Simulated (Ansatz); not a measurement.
We consider BeS (model structure, started from the CdTe type, P6₄22, No. 181, 6 atoms in the cell), described by r²SCAN (Ansatz, a program for electronic structure, PAW).

Settings: plane-wave cutoff 560 eV, 12×12×4 k mesh (along the axes of the cell as run), Fermi–Dirac smearing 0.01 eV, scalar-relativistic PAW data made under PBE.

Cell (relaxed at this level):

```cif
data_Be3S3
_chemical_formula_sum 'Be3 S3'
_space_group_name_H-M_alt 'P6422'
_space_group_IT_number 181
_space_group_name_Hall 'P 64 2 (0 0 2)'
_cell_length_a 3.45005
_cell_length_b 3.45005
_cell_length_c 7.83269
_cell_angle_alpha 90.000
_cell_angle_beta 90.000
_cell_angle_gamma 120.000
loop_
_atom_site_label
_atom_site_type_symbol
_atom_site_symmetry_multiplicity
_atom_site_Wyckoff_symbol
_atom_site_fract_x
_atom_site_fract_y
_atom_site_fract_z
_atom_site_occupancy
Be1 Be 3 c 0.50000 0.00000 0.00000 1
S1 S 3 d 0.50000 0.00000 0.50000 1
```

Q: Give the computed band gap, smallest direct gap on the k points sampled and Γ–Γ gap.

A: 
band gap: 3.18 eV (indirect)
smallest direct gap on the k points sampled: 4.52 eV
Γ–Γ gap: 4.68 eV

Note: the relaxation could raise the start's symmetry but not lower it, so the cell can be a saddle point.

The result took around 30 core-seconds (rough).

A model structure was made by putting elements into a prototype or built by hand; it is no filed structure, need not be a known phase, and can be a saddle point held by its symmetry.
